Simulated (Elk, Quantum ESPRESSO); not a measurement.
# Equation of state of rock-salt TiC (space group 225): energy against volume (Elk, LDA)

```xyz
2
Lattice="0.0000 2.0808 2.0808 2.0808 0.0000 2.0808 2.0808 2.0808 0.0000" Properties=species:S:1:pos:R:3 pbc="T T T"
Ti     0.0000     0.0000     0.0000
C      2.0808     2.0808     2.0808
```

Level of theory: Elk with LDA (PW92), all-electron FP-LAPW, Elk's shipped species files, APW+lo basis with extra local orbitals. Settings: xctype = 3; rgkmax = 9.12; stype = 3; swidth = 0.00183747 Ha; ngridk = 24 24 24; tforce = true; gmaxvr = 18 1/bohr; lmaxapw = 10; lmaxo = 8; nxlo = 2; lorbcnd = true; lradstp = 2; nrmtscf = 2; rmtscf = 0.87; lmaxi = 4; sphere radii = {Ti: 2.088, C: 1.566} bohr. The cell above is the first row's. The rows scale it uniformly. In all rows fractional positions and the k mesh are held. E is the free energy at the stated smearing, counted from the lowest row.

| V (Å^3/atom) | E (meV/atom) |
|---|---|
| 9.0092 | 46.17 |
| 9.2051 | 22.13 |
| 9.4010 | 7.18 |
| 9.5968 | 0.00 |
| 9.7927 | 0.33 |
| 9.9885 | 7.24 |
| 10.1844 | ? |

### Question
Fit E against V with the third-order Birch-Murnaghan form, a cubic in V^(-2/3), and predict the withheld value at V = 10.1844.

### Answer
With u = V^(-2/3) - 0.223, the rows have u = 0.007963, 0.004674, 0.001500, -0.001564, -0.004527, -0.007391. Least squares gives E = 2.719 + 2323.77·u + 395227·u² - 255168·u³. Residuals (row less fit): 0.015, -0.058, 0.087, -0.052, 0.007, 0.003; standard error 0.084 (degrees of freedom: 2). Its minimum lies at u = -0.002931, so V0 = (0.220069)^(-3/2) = 9.686. There d²E/du² = 794900 and d³E/du³ = -1531000, so B0 = (4/9) × 9.686^(-7/3) × 794900 × 0.160218 = 283 GPa (the last factor turns the table's units into GPa), and B0' = 4 + (2/3) × 0.220069 × (-1531000)/794900 = 3.7. At the withheld row, u = -0.010165, so E = 2.719 + 2323.77 × (-0.010165) + 395227 × (-0.010165)² - 255168 × (-0.010165)³ = 20.204 meV/atom. The calculation gives 19.96 meV/atom, 0.244 meV/atom below the prediction (0.5 % of the range of E in the table). The row lies outside the fitted rows, so this is an extrapolation. From the scatter of the fitted rows alone, a prediction at this place has a standard error of 0.284 meV/atom, so the miss is 0.9 times that.

Carrying the step between the two nearest rows on in a straight line would have given 14.15, off by 5.81; series whose last step already gives the withheld value aren't shown. The scan was laid around a cell of about the measured size, scaled by a guess for this functional. The runs keep the symmetry of the cell, so they don't test it for distortions. A plane-wave scan with the same functional (Quantum ESPRESSO, GBRV) gives V0 = 9.68 Å^3/atom and B0 = 281 GPa; a Birch-Murnaghan fit to all rows here lies 0.0 % from it in V0 and 0 % in B0; the two differ in basis, and may differ in potentials and mesh. Spin polarisation is off. Values depend on the basis (sphere radii, cutoffs, local orbitals), which need not be converged. Sphere radii are the same in all rows. 2 of the planned runs didn't end soundly and are left out. Cutoffs and mesh are single choices, not tested for convergence of this quantity. Series with a scatter that would blur these digits, or in which a gap closes, are not shown. Nor are scans whose minimum lies at an end fitted in this form.
